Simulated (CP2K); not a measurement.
## Input and output of a self-consistent single point for KCrCl₃ (P4mm, 5 atoms in the cell) (CP2K)

Method: PBEsol, GPW, DZVP-MOLOPT-SR-GTH basis, GTH-PBE potentials (GTH_POTENTIALS) (CP2K).

Input:

```
&GLOBAL
  PROJECT run
  RUN_TYPE ENERGY_FORCE
  PRINT_LEVEL LOW
&END GLOBAL
&FORCE_EVAL
  METHOD Quickstep
  STRESS_TENSOR ANALYTICAL
  &DFT
    BASIS_SET_FILE_NAME BASIS_MOLOPT
    POTENTIAL_FILE_NAME GTH_POTENTIALS
    UKS T
    MULTIPLICITY 5
    &QS
      METHOD GPW
      EPS_DEFAULT 1E-10
    &END QS
    &MGRID
      CUTOFF 600
      REL_CUTOFF 50
      NGRIDS 5
    &END MGRID
    &SCF
      SCF_GUESS ATOMIC
      EPS_SCF 1E-6
      MAX_SCF 100
      ADDED_MOS 8 8
      &DIAGONALIZATION
        ALGORITHM STANDARD
      &END DIAGONALIZATION
      &MIXING
        METHOD BROYDEN_MIXING
        ALPHA 0.2
        NBUFFER 10
      &END MIXING
      &SMEAR ON
        METHOD FERMI_DIRAC
        ELECTRONIC_TEMPERATURE [K] 1578.21
      &END SMEAR
    &END SCF
    &KPOINTS
      SCHEME MONKHORST-PACK 5 5 5
    &END KPOINTS
    &XC
      &XC_FUNCTIONAL
        &PBE
          PARAMETRIZATION PBESOL
        &END PBE
      &END XC_FUNCTIONAL
    &END XC
    &PRINT
      &MO
        EIGENVALUES T
        OCCUPATION_NUMBERS T
        NDIGITS 8
        FILENAME mo
        &EACH
          QS_SCF 0
        &END EACH
        ADD_LAST NUMERIC
      &END MO
      &MULLIKEN ON
      &END MULLIKEN
    &END PRINT
  &END DFT
  &SUBSYS
    &CELL
      A 4.97792000 0.00000000 0.00000000
      B 0.00000000 4.97792000 0.00000000
      C 0.00000000 0.00000000 4.97062000
      PERIODIC XYZ
    &END CELL
    &COORD
      SCALED
      K        0.00000000     0.00000000     0.99676000
      Cr       0.50000000     0.50000000     0.48507000
      Cl       0.50000000     0.00000000     0.48536000
      Cl       0.00000000     0.50000000     0.48536000
      Cl       0.50000000     0.50000000     0.98504000
    &END COORD
    &KIND K
      BASIS_SET DZVP-MOLOPT-SR-GTH-q9
      POTENTIAL GTH-PBE-q9
    &END KIND
    &KIND Cr
      BASIS_SET DZVP-MOLOPT-SR-GTH-q14
      POTENTIAL GTH-PBE-q14
      MAGNETIZATION 3
    &END KIND
    &KIND Cl
      BASIS_SET DZVP-MOLOPT-SR-GTH-q7
      POTENTIAL GTH-PBE-q7
    &END KIND
  &END SUBSYS
  &PRINT
    &FORCES ON
    &END FORCES
    &STRESS_TENSOR ON
    &END STRESS_TENSOR
  &END PRINT
&END FORCE_EVAL
```

Log, with long lists cut:

```
 GLOBAL| Method name                                                        CP2K
 GLOBAL| Project name                                                        run
 GLOBAL| Run type                                                   ENERGY_FORCE

 *** WARNING in qs_environment.F:2234 :: Kpoints: Different number of MOs   ***
 *** requested. The number of beta MOs will be set to the number alpha MOs. ***

 TOTAL NUMBERS AND MAXIMUM NUMBERS

  Total number of            - Atomic kinds:                                   3
                             - Atoms:                                          5
                             - Shell sets:                                     5
                             - Shells:                                        29
                             - Primitive Cartesian functions:                 24
                             - Cartesian basis functions:                     88
                             - Spherical basis functions:                     79

  Maximum angular momentum of- Orbital basis functions:                        3
                             - Local part of the GTH pseudopotential:          2
                             - Non-local part of the GTH pseudopotential:      3

 SCF PARAMETERS         Density guess:                                    ATOMIC
                        max_scf:                                             100
                        max_diis:                                              4
                        eps_scf:                                        1.00E-06
                        eps_diis:                                       1.00E-01
                        eps_eigval:                                     1.00E-05
                        level_shift [a.u.]:                             0.000000
                        added MOs                                         8    8
                        Mixing method:                            BROYDEN_MIXING
                                                charge density mixing in g-space
                        Smear method:                                FERMI_DIRAC
                        Electronic temperature [K]:                       1578.2
                        Electronic temperature [a.u.]:                  5.00E-03
                        Accuracy threshold:                             1.00E-10
                        No outer SCF

 Extrapolation method: initial_guess

 Spin 1

 Number of electrons:                                                         24
 Number of occupied orbitals:                                                 24
 Number of molecular orbitals:                                                32

 Spin 2

 Number of electrons:                                                         20
 Number of occupied orbitals:                                                 20
 Number of molecular orbitals:                                                32

 Number of orbital functions:                                                 79
 Number of independent orbital functions:                                     79

 SCF WAVEFUNCTION OPTIMIZATION

  Step     Update method      Time    Convergence         Total energy    Change
     1 NoMix/Diag. 0.20E+00      -     0.45441098      -159.8655886024 -1.60E+02
     2 Broy./Diag. 0.20E+00      -     0.08156561      -162.1842935995 -2.32E+00
     3 Broy./Diag. 0.20E+00      -     0.03719651      -160.1344299111  2.05E+00
     4 Broy./Diag. 0.20E+00      -     0.02563796      -159.7401228040  3.94E-01
     5 Broy./Diag. 0.20E+00      -     0.01159810      -159.8503798228 -1.10E-01
     6 Broy./Diag. 0.20E+00      -     0.00534174      -160.0725698302 -2.22E-01
     7 Broy./Diag. 0.20E+00      -     0.00274933      -159.9453443910  1.27E-01
   [... 23 lines left out ...]
    31 Broy./Diag. 0.20E+00      -     0.00000193      -159.9396067453  1.01E-04
    32 Broy./Diag. 0.20E+00      -     0.00000333      -159.9395615123  4.52E-05
    33 Broy./Diag. 0.20E+00      -     0.00000119      -159.9395450314  1.65E-05
    34 Broy./Diag. 0.20E+00      -     0.00000139      -159.9395863190 -4.13E-05
    35 Broy./Diag. 0.20E+00      -     0.00000030      -159.9396096532 -2.33E-05

  *** SCF run converged in    35 steps ***

  Electronic density on regular grids:        -43.9999999995        0.0000000005
  Core density on regular grids:               43.9999999972       -0.0000000028
  Total charge density on r-space grids:       -0.0000000023
  Total charge density g-space grids:          -0.0000000023

  Overlap energy of the core charge distribution:               0.00000000000000
  Self energy of the core charge distribution:               -307.69949653084893
  Core Hamiltonian energy:                                     77.36424076250758
  Hartree energy:                                              93.34736410896727
  Exchange-correlation energy:                                -22.94931735391189
  Electronic entropic energy:                                  -0.00240063859152
  Fermi energy:                                                 0.15241870503960

  Total energy:                                              -159.93960965323765
  Total energy (extrapolated to T->0):                       -159.93840933394191

  Integrated spin density:                                          3.9999987813
  Integrated absolute spin density:                                 4.1449960316

                     Mulliken Population Analysis

 #  Atom  Element  Kind  Atomic population (alpha,beta) Net charge  Spin moment
       1     K        1         4.227460     4.225691     0.546848     0.001769
       2     Cr       2         8.897910     4.816224     0.285866     4.081686
       3     Cl       3         3.625244     3.653197    -0.278442    -0.027953
       4     Cl       3         3.625244     3.653197    -0.278442    -0.027953
       5     Cl       3         3.624141     3.651691    -0.275831    -0.027550
 # Total charge and spin       23.999999    20.000001    -0.000000     3.999999

 ENERGY| Total FORCE_EVAL ( QS ) energy [hartree]           -159.939592169104714

 FORCES| Atomic forces [hartree/bohr]
 FORCES|   Atom     x               y               z               |f|
 FORCES|      1  1.32188680E-09  1.32188760E-09 -3.76018986E-04   3.76018986E-04
 FORCES|      2 -2.09678421E-13 -2.09340174E-13  2.70318966E-04   2.70318966E-04
 FORCES|      3  1.03053136E-12  3.04503828E-12 -5.86534189E-06   5.86534189E-06
 FORCES|      4  3.04820657E-12  1.03115490E-12 -5.86534190E-06   5.86534190E-06
 FORCES|      5  1.03413310E-12  1.03570387E-12  1.93334443E-04   1.93334443E-04
 FORCES| Sum     1.32678999E-09  1.32679016E-09  7.59037394E-05
 FORCES| Total atomic force                                       7.59037395E-05

 STRESS| Analytical stress tensor [bar]
 STRESS|                        x                   y                   z
 STRESS|      x       -2.19921200956E+04   2.21819268391E-04  -1.11539108723E-04
 STRESS|      y        2.21819268391E-04  -2.19921200956E+04  -1.11538843559E-04
 STRESS|      z       -1.11539108723E-04  -1.11538843559E-04  -2.13897207115E+04
 STRESS| 1/3 Trace                                            -2.17913203009E+04
```

The run converged in 35 iterations.

The starting cell comes from a database of computed structures (which also holds hypothetical and non-ambient phases and stackings), without a prior relaxation at this level. With one magnetic atom in the cell only a parallel order is possible. Values carry the incompleteness of an atom-centred basis. The potentials were made for another functional than the one used.

Cost on one core of a shared machine: roughly 60 s.
